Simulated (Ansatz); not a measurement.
**ScAl$_{3}$ in the Cu3Au type structure (space group Pm-3m, No. 221)**

```
CELL_PARAMETERS angstrom
      4.10550     0.00000     0.00000
      0.00000     4.10550     0.00000
      0.00000     0.00000     4.10550
ATOMIC_POSITIONS crystal
  Al 0.00000 0.50000 0.50000
  Al 0.50000 0.50000 0.00000
  Al 0.50000 0.00000 0.50000
  Sc 0.00000 0.00000 0.00000
```

Method: PBE/PAW in Ansatz (a first-principles code), no spin-orbit coupling. Γ-centred 11×11×11 mesh, Fermi–Dirac width 0.05 eV.

The volume per atom comes out as 17.30 Å³ and the density is 3.02 g/cm³. The band gap is zero and the total energy is -937.534 eV/atom (σ→0; compares only within this code and set-up).

Whether these cells are dynamically stable was not tested. The final runs are not spin-polarised.
